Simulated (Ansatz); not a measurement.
Worked example: self-consistent single point of Zn3Hg (Amm2, 4 atoms in the cell) in Ansatz (an electronic-structure program)

Computed with LDA (PW92), default PAW files made with PBE (plane waves; Ansatz).

Input:

Ansatz 0.2 input:
```yaml
# Zn3Hg
crystal:
  lattice:
    - [10.47985000, 0.00000000, 0.00000000]
    - [0.00000000, 1.43676500, 2.47638500]
    - [0.00000000, -1.43676500, 2.47638500]
  atoms:
    - { symbol: Zn, position: [0.00000000, 0.66453000, 0.66453000] }
    - { symbol: Zn, position: [0.21033000, 0.34249000, 0.34249000] }
    - { symbol: Zn, position: [0.78967000, 0.34249000, 0.34249000] }
    - { symbol: Hg, position: [0.50000000, 0.65049000, 0.65049000] }
kpoints:
  mp_grid: { grid: [3, 11, 11], shift: [0.5, 0.5, 0.5] }
hamiltonian:
  xc: lda
  pseudopotentials: { kind: paw }
scf:
  occupations: { method: fermi_dirac, width: 0.05 eV }
output:
  forces: true
  eigenvalues: true
  stress: true
```

The program printed (abridged):

```
WARN basis.ecutwfc = 420 eV, the default
WARN ansatz: RAYON_NUM_THREADS=1 ignored (pool sized by the plan → 1); use --threads N
Pseudopotentials: kind: paw
Pseudopotential: Zn, paw, valence charge 12
Pseudopotential: Hg, paw, valence charge 20
Crystal: 4 atoms, lattice volume = 74.574 Å³
Basis set: ecut = 420 eV, 1451 PW (Γ)
Bands: 34, of which v1, the nominal top of the filled ones, is band 28 counted from 1 (27 counted from 0)
Symmetry: 4 space group operations
Space group: Amm2 (ITA 38), of the structure as read, at distance tolerance 4.2e-5 Å
k-points: 72 of 363 (time reversal used)
PAW frozen core: Zn, regenerated for the run's functional, and the local potential with it
PAW frozen core: Hg, regenerated for the run's functional, and the local potential with it
Initial density: superposition of atomic densities (neutral atoms: chi_scale 0, normalization atom), corrected by the library's trained network
Initial wavefunctions: pseudopotential atomic-orbital guess
Eigensolver: davidson
Functional: x = slater, c = lda
SCF iter   1: F=—  HF=-23260.362936 eV  |F-HF|=—  |Δ(HF+E_count)|=         —  Δρ=5.19e-3  dr2=4.73e-2  ethr=1.77e-3  ⟨swp⟩=6.9  Hψ=10028  notcnv=0
all-band conjugate gradients solve this SCF's bands
preconditioner: auto → Kerker (q_TF=auto, 2.601 Å⁻¹)
SCF iter   2: F=—  HF=-23260.360611 eV  |F-HF|=—  |Δ(HF+E_count)|=   2.33e-3  Δρ=2.32e-3  dr2=2.33e-2  ethr=8.45e-5  ⟨swp⟩=2.6  Hψ=4352  notcnv=0  defer=19
SCF iter   3: F=—  HF=-23260.359158 eV  |F-HF|=—  |Δ(HF+E_count)|=   1.45e-3  Δρ=2.03e-3  dr2=1.27e-2  ethr=4.17e-5  ⟨swp⟩=2.6  Hψ=3758  notcnv=0  defer=19
SCF iter   4: F=—  HF=-23260.357679 eV  |F-HF|=—  |Δ(HF+E_count)|=   1.48e-3  Δρ=7.31e-4  dr2=1.50e-3  ethr=2.27e-5  ⟨swp⟩=2.2  Hψ=3840  notcnv=0  defer=19
SCF iter   5: F=—  HF=-23260.357537 eV  |F-HF|=—  |Δ(HF+E_count)|=   1.42e-4  Δρ=2.50e-4  dr2=5.42e-5  ethr=2.68e-6  ⟨swp⟩=1.2  Hψ=2399  notcnv=0  defer=19
SCF iter   6: F=—  HF=-23260.357562 eV  |F-HF|=—  |Δ(HF+E_count)|=   2.47e-5  Δρ=1.83e-4  dr2=1.72e-5  ethr=9.68e-8  ⟨swp⟩=2.0  Hψ=3853  notcnv=0  defer=22
SCF iter   7: F=—  HF=-23260.357552 eV  |F-HF|=—  |Δ(HF+E_count)|=   1.01e-5  Δρ=4.45e-5  dr2=1.38e-6  ethr=3.07e-8  ⟨swp⟩=2.0  Hψ=4029  notcnv=0  defer=22
SCF iter   8: F=—  HF=-23260.357551 eV  |F-HF|=—  |Δ(HF+E_count)|=   3.11e-7  Δρ=1.64e-5  dr2=2.82e-7  ethr=2.46e-9  ⟨swp⟩=2.0  Hψ=3631  notcnv=0  defer=24
SCF iter   9: F=-23260.357551 eV  HF=-23260.357551 eV  |F-HF|=4.37e-10  |Δ(HF+E_count)|=   3.48e-8  Δρ=2.99e-6  dr2=7.37e-9  ethr=1.79e-10  ⟨swp⟩=6.9  Hψ=10463  notcnv=0
SCF 1 converged in 9 iterations: F = -23260.357551 eV  dr2 = 7.37e-9
SCF converged after 9 iterations
Free energy (F): -23260.357551 eV
Harris-Foulkes:  -23260.357551 eV  (|F-HF|=4.37e-10)
Internal energy: -23260.345252 eV  (E = F + TS)
E sigma→0 (E₀):  -23260.351402 eV
Entropy (-TS):   -0.012299 eV (-3.075 meV/atom)
Fermi energy:    10.928080 eV
--- Per-component energies (eV) ---
  E_band       = -329.798762
  E_kinetic    = 996.475291
  E_local      = -7674.323215  (includes V_loc(G=0)·N_el)
  E_nonlocal   = 1922.492658
  E_hartree    = 3239.188707
  E_xc         = -624.852281
  E_vxc        = -421.569922  (∫ρ·V_xc dr)
  E_paw        = -14917.445128  (= ΣΔE_a)
  E_vpaw       = -1631.250968  (= ΣTr[D̂ρ^β])
  E_aug_tail   = -0.000227  (compensation charges beyond the density's cutoff)
  E_ewald      = -6207.128574
  E_core_change = 5.247517  (= ΣΔE_core)
  E_smearing   = -0.012299  (= −TS)
  E_closure    = -0.000000  (closes the sum)
  Σ components = -23260.357551   (vs F -23260.357551, Δ=0.00e0)
--- Forces (eV/Å), atoms counted from 1 ---
  atom   1  Zn    -0.00000000     0.00000000     0.03280079
  atom   2  Zn    -0.02400704    -0.00000000    -0.01058605
  atom   3  Zn     0.02400704    -0.00000000    -0.01058605
  atom   4  Hg    -0.00000000     0.00000000    -0.01162135
  max |Σ_I F_I| component: 7.33e-6 eV/Å
--- Stress (GPa, compression-positive) ---
       -6.222078      -0.000000      -0.000000
       -0.000000      -7.650784       0.000000
       -0.000000       0.000000      -8.716081
  P = ⅓ Tr σ = -7.5296 GPa (-75.296 kbar)
  The stress holds the Pulay correction. Without it, at fixed plane waves, as pw.x and ABINIT print it: P = -7.5782 GPa
--- Band table (eV; the first three rows and the last of 72) ---
  k-point 0: bands = ["-104.6532", "-52.9123", "-52.9053", "-52.8968", "0.9019", "1.4641", "2.7195", "2.7827", "3.1346", "3.1390", "3.3007", "3.3117", "3.3585", "3.3960", "3.4099", "3.4778", "3.5371", "3.5451", "3.6467", "3.6745", "3.8384", [...]
  k-point 1: bands = ["-104.6525", "-52.9252", "-52.9108", "-52.8952", "1.2692", "1.7548", "2.8496", "2.9278", "3.0086", "3.2531", "3.3065", "3.3692", "3.3825", "3.4158", "3.4271", "3.4741", "3.5280", "3.6028", "3.6232", "3.6657", "3.7426", [...]
  k-point 2: bands = ["-104.6512", "-52.9533", "-52.9196", "-52.8919", "1.8866", "2.3214", "2.9708", "3.0138", "3.0870", "3.2217", "3.2671", "3.4082", "3.4181", "3.4862", "3.5133", "3.5515", "3.5713", "3.6154", "3.7053", "3.7297", "3.7652", [...]
  k-point 71: bands = ["-104.6476", "-53.0367", "-52.9378", "-52.8830", "1.6233", "2.6731", "2.8167", "2.8184", "2.9420", "3.1313", "3.2473", "3.3578", "3.3610", "3.6814", "3.7004", "3.8774", "3.8872", "3.8973", "3.9209", "4.0460", "4.0466", [...]
```

The run converged in 9 iterations.

The starting cell comes from a database of computed structures (which also holds hypothetical and non-ambient phases and stackings), without a prior relaxation at this level. Spin-orbit coupling is off. With a pressure of about -8 GPa the cell is away from its equilibrium volume at this level. Ansatz's pressure includes its estimate of the finite-basis (Pulay) stress.
